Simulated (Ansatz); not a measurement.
SiCO₄ (model structure, I-4, No. 82, 6 atoms in the cell) was calculated with PBEsol (Ansatz, a quantum-chemistry and plane-wave program, PAW).

Numerical settings: plane-wave cutoff 520 eV, 12×12×12 k mesh, Fermi–Dirac smearing 0.01 eV, scalar-relativistic PAW data made under PBE.

Cell (relaxed at this level):

```xyz
6
Lattice="-2.1894 2.1894 3.2742 2.1894 -2.1894 3.2742 2.1894 2.1894 -3.2742" Properties=species:S:1:pos:R:3 pbc="T T T"
Si     0.0000     0.0000     0.0000
C      0.0000     2.1894     1.6371
O      0.6354     1.2346     0.8618
O      1.5541     0.9549     4.1360
O     -0.9549     1.5541     2.4124
O      3.1443     0.6354    -0.8618
```

Problem. Estimate the band gap and smallest direct gap on the k points sampled that the calculation returns.

Solution. 
- band gap = 6.96 eV (indirect)
- smallest direct gap on the k points sampled = 7.30 eV

Note: the relaxation could raise the start's symmetry but not lower it, so the cell can be a saddle point.

The computed numbers hold no vibrational or temperature effects.

It cost around 60 core-seconds (rough) of CPU time.

A model structure was made by putting elements into a prototype or built by hand; it is no filed structure, need not be a known phase, and can be a saddle point held by its symmetry.
